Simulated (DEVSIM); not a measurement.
Structure: abrupt GaAs p-n junction, at 300 K.

```
layer (left to right)  material  thickness (μm)  Nd (cm⁻³)  Na (cm⁻³)  τn (s)  τp (s)
---------------------  --------  --------------  ---------  ---------  ------  ------
1                          GaAs            27.0          -     1.3e15   6e-10   6e-10
2                          GaAs           0.510     6.2e14          -   6e-10   6e-10
```

Left contact: ohmic. Right contact: ohmic. Voltage is applied to the left contact. Recombination: SRH at mid-gap, Auger. Mobility is μmin + (μ − μmin)/(1 + (N/Nref)^α).

The device is made up for the run: typed textbook-type constants, with dimensions and the other settings drawn at random. Values at 300 K; Nc and Nv go as T^1.5, mobilities as T to minus their exponent, the gap by Varshni's rule with the affinity fixed.

| parameter | GaAs |
|---|---|
| gap (eV) | 1.424 |
| affinity (eV) | 4.07 |
| permittivity | 12.9 |
| Nc (cm⁻³) | 4.7e17 |
| Nv (cm⁻³) | 9e18 |
| μn (cm²/Vs) | 8500 |
| μp (cm²/Vs) | 400 |
| μn,min | 500 |
| μp,min | 20 |
| Nref,n | 6e16 |
| Nref,p | 1.5e17 |
| αn | 0.39 |
| αp | 0.38 |
| T exponent of μn | 2.1 |
| T exponent of μp | 2.2 |
| Cn (cm⁶/s) | 1e-30 |
| Cp (cm⁶/s) | 1e-30 |
| Varshni α (eV/K) | 0.000541 |
| Varshni β (K) | 204 |

Model (solved in DEVSIM): 1D drift-diffusion, Boltzmann statistics, complete ionisation; no tunnelling, impact ionisation, image-force lowering or self-heating.

The temperature was swept, all else fixed.

| temperature (K) | potential step across the device at zero bias (V) | largest field in the device at zero bias (V/cm) | dark forward voltage at 1 A/cm² (V) |
|---|---|---|---|
| 250 | 1.125 | 14000 | 1.036 |
| 300 | 1.024 | 13000 | 0.927 |
| 350 | 0.920 | 12000 | 0.817 |
| 400 | 0.814 | 11000 | 0.708 |
| 450 | 0.706 | 9900 | 0.599 |
| 500 | 0.596 | 8800 | 0.493 |

From the first row to the last the potential step across the device at zero bias goes from 1.125 to 0.596. From the first row to the last the largest field in the device at zero bias goes from 14000 to 8800.
